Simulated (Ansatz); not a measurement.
# Pressure series in hypothetical P3_121 CuCl

Base system: CuCl (space group P3_121, No. 152; a = 3.976 Å, c = 8.974 Å; a hypothetical phase, not in the database extracts checked; made of chains).

Cell and atoms are relaxed at each pressure.

Method: PBEsol (Ansatz, a program for electronic structure, PAW, no spin-orbit coupling).

Notes on the quantities. enthalpy: H = E + PV relative to the base's energy.

```csv
case,enthalpy,smallest direct gap,electron mass,volume per atom,hole mass
base,–,2.32 eV,"0.53 mₑ along c, 0.88 mₑ across (at Γ)",20.48 Å³,"1.1 mₑ along c, 3.0 mₑ across (at H)"
pressure 0.3 GPa,+0.01 eV/atom,0.63 eV,0.21 mₑ (at Γ),16.73 Å³,"1.2 mₑ along k, 0.56 mₑ across (at A)"
pressure 0.7 GPa,+0.05 eV/atom,0.65 eV,0.21 mₑ (at Γ),16.63 Å³,"1.2 mₑ along k, 0.56 mₑ across (at A)"
pressure 1.5 GPa,+0.13 eV/atom,0.69 eV,0.22 mₑ (at Γ),16.45 Å³,"1.2 mₑ along k, 0.56 mₑ across (at A)"
pressure 3 GPa,+0.28 eV/atom,0.75 eV,0.22 mₑ (at Γ),16.15 Å³,"1.1 mₑ along k, 0.55 mₑ across (at A)"
pressure 5 GPa,+0.48 eV/atom,0.83 eV,0.23 mₑ (at Γ),15.79 Å³,"1.1 mₑ along k, 0.53 mₑ across (at A)"
pressure 7.5 GPa,+0.73 eV/atom,0.93 eV,0.23 mₑ (at Γ),15.39 Å³,"1.0 mₑ along k, 0.52 mₑ across (at A)"
pressure 10 GPa,+0.96 eV/atom,1.03 eV,–,15.04 Å³,"0.98 mₑ along k, 0.51 mₑ across (at A)"
```

Load acts through the strain it causes; cell and atoms are relaxed under it. Effective masses come from finite differences of ±0.01 Å⁻¹. Along k means along the line from Γ to the band edge. No phonon test of stability was made. Competing high-pressure phases were not computed. No Hubbard U is applied. The final runs are not spin-polarised. Along this pressure series the structure jumps between 0 GPa and pressure 0.3 GPa; cells beyond that are another form of it. No dispersion term is included in the PBEsol runs. A zero or small gap of CuCl under pressure 0.3 GPa, CuCl under pressure 0.7 GPa and CuCl under pressure 1.5 GPa can be the functional's error rather than a property of the material.
